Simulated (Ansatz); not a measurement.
The parent structure is CaO in the rock salt structure (space group Fm-3m, No. 225).

```cif
data_Ca4O4
_chemical_formula_sum 'O4 Ca4'
_space_group_name_H-M_alt 'Fm-3m'
_space_group_IT_number 225
_space_group_name_Hall '-F 4 2 3'
_cell_length_a 4.83077
_cell_length_b 4.83077
_cell_length_c 4.83077
_cell_angle_alpha 90.000
_cell_angle_beta 90.000
_cell_angle_gamma 90.000
loop_
_atom_site_label
_atom_site_type_symbol
_atom_site_symmetry_multiplicity
_atom_site_Wyckoff_symbol
_atom_site_fract_x
_atom_site_fract_y
_atom_site_fract_z
_atom_site_occupancy
O1 O 4 a 0.00000 0.00000 0.00000 1
Ca1 Ca 4 b 0.50000 0.50000 0.50000 1
```
(The calculation used a cell of 2 atoms; values per cell refer to that cell.)

Level of theory: PBE (Ansatz, a quantum-chemistry and plane-wave program), without spin-orbit coupling, earlier PAW set.

Base values:

| Quantity | Result |
|---|---|
| Electron mass | 1.4 mₑ along k, 0.44 mₑ across (at X) |
| Pressure | 0.00 GPa |
| Gap character | indirect, Γ → X |

The change: an isotropic linear strain of +2.77 %, atoms relaxed at fixed cell.

Problem. What happens to the electron mass?

Solution. The electron mass changes from 1.4 mₑ along k, 0.44 mₑ across (at X) to 1.5 mₑ along k, 0.47 mₑ across (at X).

Problem. What happens to the pressure?

Solution. The pressure goes from zero to -7.23 GPa.

Problem. Estimate the effect on the mean gap deformation potential ΔEg/Δln V.

Solution. The mean gap deformation potential ΔEg/Δln V is 0.0 eV.

Problem. Estimate the effect on the gap character.

Solution. The gap character stays indirect, Γ → X.

Problem. Predict the new energy relative to the base.

Solution. The energy increases by 29 meV/atom.

Effective masses come from finite differences of ±0.01 Å⁻¹. Along k means along the line from Γ to the band edge. No phonon test of stability was made.
